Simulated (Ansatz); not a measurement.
A computed series for GaN: element substitutions

The parent structure is GaN in the zinc blende structure (space group F-43m, No. 216; a = 4.4983 Å).

Each row replaces one element on all its sites; cell and atoms are relaxed.

Calculations: PBEsol, PAW, 420 eV (Ansatz, a quantum-chemistry and plane-wave program; scalar-relativistic without spin-orbit coupling), earlier PAW set.

**Question.** Only one of these has no band gap. Which?
A. N → Sb
B. Ga → B
C. Ga → Al

**Answer.** A, N → Sb. Computed: Ga → Al: 3.19 eV; Ga → B: 4.29 eV; N → Sb: zero

Spin-orbit coupling, missing from the scalar runs, can matter with Sb. No phonon test of stability was made. The final runs are not spin-polarised. This is not the structure that AlN has at room temperature and ambient pressure. This is not the structure that GaN has at room temperature and ambient pressure. A zero or small gap of GaSb can be the functional's error rather than a property of the material.
